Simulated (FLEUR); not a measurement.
Worked example: self-consistent single point of Al (Fm-3m, 1 atom in the cell) in FLEUR.

Level of theory: LDA (Perdew-Zunger), all-electron FLAPW (FLEUR), scalar-relativistic valence run with FLEUR.

```
CELL_PARAMETERS angstrom
      0.00000     2.06187     2.06187
      2.06187     0.00000     2.06187
      2.06187     2.06187     0.00000
ATOMIC_POSITIONS crystal
  Al 0.00000 0.00000 0.00000
```

Reference input (self-consistent single point, DFT, PBE, all-electron FLAPW (FLEUR), scalar-relativistic valence): Kmax = 3.9 1/bohr; GmaxXC = 15.6 1/bohr; xcFunctional = pbe; jspins = 1; l_soc = F; mode = gauss; fermiSmearingEnergy = 0.00183747 Htr; mesh (inpgen div1-3) = 11 11 11; inpgen gamma flag = false; Gmax = 15.6 1/bohr; numbands = 0; maxIterBroyd = 99. This run's input differs from it in these lines:

```diff
@@ -13,2 +13,3 @@
 &comp jspins=1 /
+&exco xctyp='pz' /
 &kpt div1=11 div2=11 div3=11 /
@@ -25,3 +26,3 @@
       <coreElectrons ctail="T" frcor="F" kcrel="0" coretail_lmax="0"/>
-      <xcFunctional name="pbe" relativisticCorrections="F"/>
+      <xcFunctional name="pz" relativisticCorrections="F"/>
       <magnetism jspins="1"/>
```

Output (repeated stretches shortened):

```
 Iteration:     1   Distance:       3.66765705 me/bohr^3
 Iteration:     2   Distance:       3.45921779 me/bohr^3
 Iteration:     3   Distance:       1.08628461 me/bohr^3
 Iteration:     4   Distance:       0.09748783 me/bohr^3
 Iteration:     5   Distance:       0.08270074 me/bohr^3
 Iteration:     6   Distance:       0.00355078 me/bohr^3
 Iteration:     7   Distance:       0.00566873 me/bohr^3
 Iteration:     8   Distance:       0.00019181 me/bohr^3
 Iteration:     9   Distance:       0.00004798 me/bohr^3
 Iteration:    10   Distance:       0.00000419 me/bohr^3
 Run finished successfully
 Stop message:
   Structural relaxation: Done

[file out, last iteration]
             iter=     11
[...]
          total density-effective poten   -3.7125016960E+02
          total charge density-energy d   -1.7678382207E+01
 Updated energy parameters for spin:           1
[...]
 fermi energy and band-weighting factors:

[...]
FERMIE:
          first approx. to ef    (T=0)  :   0.258824 htr   (energy of the highest occ. eigenvalue)
          number of occ. states  (T=0)  :         82
          first approx. to seigv (T=0)  :   0.320435 htr
          sum of weights of occ. states :   1.530428
          sum of semicore charge        :   0.000000 e
          fermi energy=   0.25853 har   work function=  -7.03487 ev
          number of valence electrons=   3.00000
     band-weighting factor for spin=    1
   [... lines left out ...]
          total moment                 =     0.00000
 Direct bandgap for spin            1 :    4.4772165416376075E-002  Htr
   [... lines left out ...]
 ---->    (input%tkb*entropy) TS=              0.0000000000 htr
 ---->    free energy=                      -241.9166713698 htr
      extrapolation for T->0
 ---->    total electron energy=            -241.9166713698 htr
 ***** TOTAL FORCES ON ATOMS *****
 TOTAL FORCE FOR ATOM TYPE=  1  X=  0.000   Y=  0.000   Z=  0.000
                       FX_TOT= 0.000000 FY_TOT= 0.000000 FZ_TOT= 0.000000
 Structural relaxation: Done
```

The run converged in 10 iterations. FLEUR gives forces in its relaxation mode, with a further iteration, so its stop message speaks of a relaxation. 

The starting cell comes from a database of computed structures (which also holds hypothetical and non-ambient phases and stackings), without a prior relaxation at this level. Its lattice was rescaled by a random factor within 2.5 % of one. Values depend on the basis (sphere radii, cutoffs, local orbitals), which need not be converged. The log's line on a gap gives a spacing of levels on this mesh, which the program prints for metals too.
